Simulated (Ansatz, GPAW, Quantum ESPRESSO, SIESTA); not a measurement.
**One structure in several programs: MoPd (R-3m, 2 atoms in the cell)**

Self-consistent single point, at a second geometry (lattice scaled by 0.98). First geometry:

```
CELL_PARAMETERS angstrom
      1.38767     0.80117     4.64477
     -1.38767     0.80117     4.64477
      0.00000    -1.60234     4.64477
ATOMIC_POSITIONS crystal
  Mo 0.00000 0.00000 0.00000
  Pd 0.50000 0.50000 0.50000
```

Shared settings, as Ansatz (a quantum-chemistry and plane-wave program) writes them: kpoints.mp_grid.grid = 14 14 14; scf.occupations.method = gaussian; scf.occupations.width = 0.0037 Ry. Potentials and cutoffs stand in the table.

| code | model | ΔF from the first geometry (meV/atom) | pressure (GPa) | cutoff |
|---|---|---|---|---|
| Quantum ESPRESSO | PBEsol, GBRV 1.5 ultrasoft (PBESOL) pseudopotentials | -18.9 | 4.08 | 40 Ry |
| SIESTA | GGA PBEsol, numerical atomic orbitals DZP, PseudoDojo PBEsol standard norm-conserving potentials (rewritten from UPF to PSML) | -16.4 | 4.93 | grid 350 Ry |
| GPAW | PBEsol, GPAW PAW datasets PBEsol (made by gpaw-setup) | -20.4 | 3.74 | 550 eV |
| Ansatz | PBEsol, PAW files made with PBE | -20.2 | 3.88 | default |

On Ansatz's run: spin polarisation is off.

The spread over the programs that give each value: ΔF from the first geometry within 4.0 meV/atom; pressure within 1.19 GPa.

SIESTA uses small atom-centred bases, whose incompleteness enters pressures, forces and empty levels differently from a plane-wave cutoff. Ansatz's pressure is given at a fixed set of plane waves, as the other plane-wave codes print theirs; with its correction for the finite basis it is 3.92 GPa. In the pressure, SIESTA (by 1.05) lies more than 1 GPa from the median of the plane-wave programs.

The starting cell comes from a database of computed structures (which also holds hypothetical and non-ambient phases and stackings), without a prior relaxation at this level. For this run, on top of that: lattice scaled by 0.98.

Left out of this page: Elk and FLEUR (not drawn, or without a comparable value).

Keys are those of Ansatz 0.2.
